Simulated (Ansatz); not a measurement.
The starting structures come from a database of crystals and need not be the phases stable at ambient conditions.

Input:

```xyz
20
Lattice="5.9538 0.0000 0.0000 0.0000 8.2542 0.0000 0.0000 0.0000 5.7362" Properties=species:S:1:pos:R:3 pbc="T T T"
La     0.3207     6.1906     0.0914
La     5.6330     2.0635     5.6447
La     2.6562     2.0635     2.9595
La     3.2976     6.1906     2.7766
In     0.0000     0.0000     2.8681
In     2.9769     0.0000     0.0000
In     2.9769     4.1271     0.0000
In     0.0000     4.1271     2.8681
O      5.6805     6.1906     3.5260
O      0.2733     2.0635     2.2102
O      3.2502     2.0635     0.6579
O      2.7036     6.1906     5.0783
O      4.7722     7.7531     1.1245
O      1.1816     0.5011     4.6117
O      4.1585     0.5011     3.9925
O      1.7953     7.7531     1.7436
O      1.7953     4.6282     1.7436
O      4.1585     3.6260     3.9925
O      1.1816     3.6260     4.6117
O      4.7722     4.6282     1.1245
```

Space group of this cell: Pnma. The cell is taken as given.

Transport runs along the normal of the first two printed cell vectors.

The gap is the functional's own, uncorrected, and κ follows it; spin-orbit coupling is left out. Mid-gap values are interpolated between the computed energies.

Task: Give the band gap and the smallest decay constant κ at mid-gap that r2SCAN in Ansatz (a program for electronic structure) yields.

Result: Gap 3.48 eV on a 6×4×6 mesh; κ = 0.399 1/Å, at the zone centre.
